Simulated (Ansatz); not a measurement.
Results of PBEsol (PAW; Ansatz, a quantum-chemistry and plane-wave program) for Al3BC3 (P6₃/mmc, No. 194, 14 atoms in the cell; start mp-1214836).

Settings: plane-wave cutoff 520 eV, 12×12×2 k mesh (along the axes of the cell as run), Fermi–Dirac smearing 0.01 eV, scalar-relativistic PAW data made under PBE.

The cell is the one relaxed with PBEsol. Conventional cell: a = 3.4115 Å, b = 3.4115 Å, c = 15.7911 Å, α = 90.00°, β = 90.00°, γ = 120.00°.

```xyz
14
Lattice="3.4115 0.0000 0.0000 -1.7058 2.9545 0.0000 0.0000 0.0000 15.7911" Properties=species:S:1:pos:R:3 pbc="T T T"
Al     0.0000     0.0000     3.9478
Al     0.0000     0.0000    11.8433
Al     0.0000     1.9696     1.9284
Al     1.7058     0.9848    13.8627
Al     1.7058     0.9848     9.8239
Al     0.0000     1.9696     5.9671
B      0.0000     0.0000     0.0000
B      0.0000     0.0000     7.8955
C      0.0000     1.9696     3.9478
C      1.7058     0.9848    11.8433
C      0.0000     0.0000     1.4411
C      0.0000     0.0000    14.3500
C      0.0000     0.0000     9.3366
C      0.0000     0.0000     6.4544
```

### Question
List the 36 lowest band energies at Γ above −25 eV (eV, relative to the valence band maximum), grouping those that round alike.

### Answer
At Γ: -13.60, -13.26, -13.07, -12.20, -11.69, -10.89, -7.44, -6.31, -5.28, -3.83, -2.00 (×2), -1.91 (×2), -1.69, -1.07 (×2), -0.90, -0.62 (×2), -0.40 (×2), 0.00 (×2), 3.08, 3.26, 4.26, 4.63, 4.96, 5.82, 5.96 (×2), 5.98 (×2), 7.12 (×2).

A start named mp-… is a Materials Project structure, which need not be a measured phase.
